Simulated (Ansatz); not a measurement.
**La under a change: La → Ca**

Base system: La (space group P6_3/mmc, No. 194; a = 3.786 Å, c = 12.033 Å).

Modification: Ca takes the place of La on all its sites, then cell and atoms are relaxed.

Method: plane-wave PAW DFT at the r2SCAN level (Ansatz, an electronic-structure program, 500 eV), no spin-orbit coupling. Γ-centred 14×14×4 mesh, Fermi–Dirac width 0.05 eV.

```csv
quantity,base,changed,shift
volume per atom,37.33 Å³,43.28 Å³,+5.95 Å³
density,6.18 g/cm³,1.54 g/cm³,-4.64 g/cm³
lattice parameter a,3.786 Å,3.934 Å,+0.148 Å
c/a ratio,3.179,3.284,+0.105
shortest interatomic distance,3.718 Å,3.934 Å,+0.2154 Å
band gap,zero,zero,–
```

Final structure:

```xyz
4
Lattice="3.9338 0.0000 0.0000 -1.9669 3.4068 0.0000 0.0000 0.0000 12.9181" Properties=species:S:1:pos:R:3 pbc="T T T"
Ca     0.0000     0.0000     0.0000
Ca     0.0000     0.0000     6.4591
Ca     0.0000     2.2712     3.2295
Ca     1.9669     1.1356     9.6886
```

Cost of the whole job for the changed cell (relaxation, final SCF and bands): roughly 2.5 core-minutes.

No phonon test of stability was made. This is not the structure that Ca has at room temperature and ambient pressure.
